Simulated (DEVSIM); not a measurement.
Structure: abrupt InP p-n junction, at 300 K.

| layer (left to right) | material | thickness (μm) | Nd (cm⁻³) | Na (cm⁻³) | τn (s) | τp (s) |
|---|---|---|---|---|---|---|
| 1 | InP | 0.180 | - | 8.4e15 | 5.1e-8 | 5.1e-8 |
| 2 | InP | 0.820 | 1e16 | - | 5.1e-8 | 5.1e-8 |

Left contact: ohmic. Right contact: ohmic. Voltage is applied to the left contact. Recombination: SRH at mid-gap. Mobility is μmin + (μ − μmin)/(1 + (N/Nref)^α).

The device is made up for the run: typed textbook-type constants, with dimensions and the other settings drawn at random. Values at 300 K.

| parameter | InP |
|---|---|
| gap (eV) | 1.344 |
| affinity (eV) | 4.38 |
| permittivity | 12.5 |
| Nc (cm⁻³) | 5.7e17 |
| Nv (cm⁻³) | 1.1e19 |
| μn (cm²/Vs) | 5200 |
| μp (cm²/Vs) | 170 |
| μn,min | 400 |
| μp,min | 10 |
| Nref,n | 3e17 |
| Nref,p | 4.9e17 |
| αn | 0.47 |
| αp | 0.62 |

DEVSIM, 1D drift-diffusion, Boltzmann statistics, complete ionisation; no tunnelling, impact ionisation, image-force lowering or self-heating.

The thickness of layer 2 was swept, all else fixed.

```tsv
thickness of layer 2 (μm)	dark forward voltage at 100 A/cm² (V)	largest field in the device at zero bias (V/cm)
0.16	0.919	42000
0.29	0.920	39000
0.49	0.921	39000
0.82	0.921	39000
1.4	0.922	39000
2.5	0.924	39000
4.1	0.927	39000
```

From the first row to the last the dark forward voltage at 100 A/cm² goes from 0.919 to 0.927. From the first row to the last the largest field in the device at zero bias goes from 42000 to 39000.
